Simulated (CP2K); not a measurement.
One base run on Mg₂TiN₂ (C2/m, 10 atoms in the cell) and variants with one or two settings moved

```cif
data_Mg4N4Ti2
_chemical_formula_sum 'Mg4 Ti2 N4'
_space_group_name_H-M_alt 'P 1'
_space_group_IT_number 1
_cell_length_a 5.42929
_cell_length_b 5.42929
_cell_length_c 6.19176
_cell_angle_alpha 109.562
_cell_angle_beta 109.562
_cell_angle_gamma 48.052
loop_
_space_group_symop_operation_xyz
  'x, y, z'
loop_
_atom_site_label
_atom_site_type_symbol
_atom_site_fract_x
_atom_site_fract_y
_atom_site_fract_z
_atom_site_occupancy
Mg1 Mg 0.33290 0.33290 0.41340 1
Mg2 Mg 0.66710 0.66710 0.58660 1
Mg3 Mg 0.99270 0.99270 0.26392 1
Mg4 Mg 0.00730 0.00730 0.73608 1
Ti1 Ti 0.65512 0.65512 0.11246 1
Ti2 Ti 0.34488 0.34488 0.88754 1
N1 N 0.82298 0.82298 0.39283 1
N2 N 0.17702 0.17702 0.60717 1
N3 N 0.49934 0.49934 0.77072 1
N4 N 0.50066 0.50066 0.22928 1
```

Base run A: CP2K with LDA (Pade form), GPW, DZVP-MOLOPT-SR-GTH basis, GTH-PADE potentials (GTH_POTENTIALS), self-consistent single point.

Its settings: CUTOFF = 1000 Ry; REL_CUTOFF = 50 Ry; SMEAR/METHOD = FERMI_DIRAC; ELECTRONIC_TEMPERATURE = 1160.45 K; KPOINTS/SCHEME = MONKHORST-PACK 5 5 3; XC_FUNCTIONAL = PADE; Mg/BASIS_SET = DZVP-MOLOPT-SR-GTH; Mg/POTENTIAL = GTH-PADE-q10; Ti/BASIS_SET = DZVP-MOLOPT-SR-GTH; Ti/POTENTIAL = GTH-PADE-q12; N/BASIS_SET = DZVP-MOLOPT-SR-GTH; N/POTENTIAL = GTH-PADE-q5; METHOD = GPW; EPS_DEFAULT = 1e-10; NGRIDS = 5; SCF_GUESS = ATOMIC; EPS_SCF = 1e-06; MAX_SCF = 100; ADDED_MOS = 14; MIXING/METHOD = BROYDEN_MIXING.

The starting cell comes from a database of computed structures (which also holds hypothetical and non-ambient phases and stackings), without a prior relaxation at this level. Spin polarisation is off, so a magnetic state, if there is one, cannot be reached. Values carry the incompleteness of an atom-centred basis. In the base run, with a pressure of about -6 GPa the cell is away from its equilibrium volume at this level. Without a gap this mesh is coarse (it stands for a supercell whose shortest vector is 19 Å).

ΔF is the free energy per atom less that of run A. 

| run | NGRIDS | ΔF (meV/atom) | pressure (GPa) | largest force (eV/Å) |
|---|---|---|---|---|
| A | 5 | 0.00 | -6.20 | 0.486 |
| B | 4 | 0.00 | -6.20 | 0.486 |
| C | 6 | 0.00 | -6.20 | 0.486 |

Run B against A: The free energy is nearly the same (within 1 meV/atom), the pressure stays at -6.20 GPa and the largest force stays at 0.486 eV/Å.
